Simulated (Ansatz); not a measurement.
System: Sn (model structure, started from the Si type, Cmcm, No. 63, 12 atoms in the cell). Method: r²SCAN in Ansatz (plane waves, PAW).

Numerical settings: plane-wave cutoff 560 eV, 12×12×4 k mesh (along the axes of the cell as run), Fermi–Dirac smearing 0.05 eV, scalar-relativistic PAW data made under PBE.

Cell (relaxed at this level):

```cif
data_Sn12
_chemical_formula_sum 'Sn12'
_space_group_name_H-M_alt 'P 1'
_space_group_IT_number 1
_cell_length_a 6.86119
_cell_length_b 6.86119
_cell_length_c 15.28360
_cell_angle_alpha 90.000
_cell_angle_beta 90.000
_cell_angle_gamma 140.501
loop_
_space_group_symop_operation_xyz
  'x, y, z'
loop_
_atom_site_label
_atom_site_type_symbol
_atom_site_fract_x
_atom_site_fract_y
_atom_site_fract_z
_atom_site_occupancy
Sn1 Sn 0.75625 0.24375 0.44500 1
Sn2 Sn 0.24375 0.75625 0.55500 1
Sn3 Sn 0.24375 0.75625 0.94500 1
Sn4 Sn 0.75625 0.24375 0.05500 1
Sn5 Sn 0.42931 0.57069 0.65734 1
Sn6 Sn 0.57069 0.42931 0.34266 1
Sn7 Sn 0.57069 0.42931 0.15734 1
Sn8 Sn 0.42931 0.57069 0.84266 1
Sn9 Sn 0.97097 0.02903 0.40918 1
Sn10 Sn 0.02903 0.97097 0.59082 1
Sn11 Sn 0.02903 0.97097 0.90918 1
Sn12 Sn 0.97097 0.02903 0.09082 1
```

Problem. Give the computed band gap and direct gap at Γ.

Solution. 
* **band gap**: 0.12 eV (under three smearing widths, so not firm)
* **direct gap at Γ**: 0.56 eV

Note: the relaxation could raise the start's symmetry but not lower it, so the cell can be a saddle point.

Spin–orbit coupling is not included.

The result took about 60 core-minutes (a rough figure).

A model structure was made by putting elements into a prototype or built by hand; it is no filed structure, need not be a known phase, and can be a saddle point held by its symmetry.

Ansatz is a first-principles code.
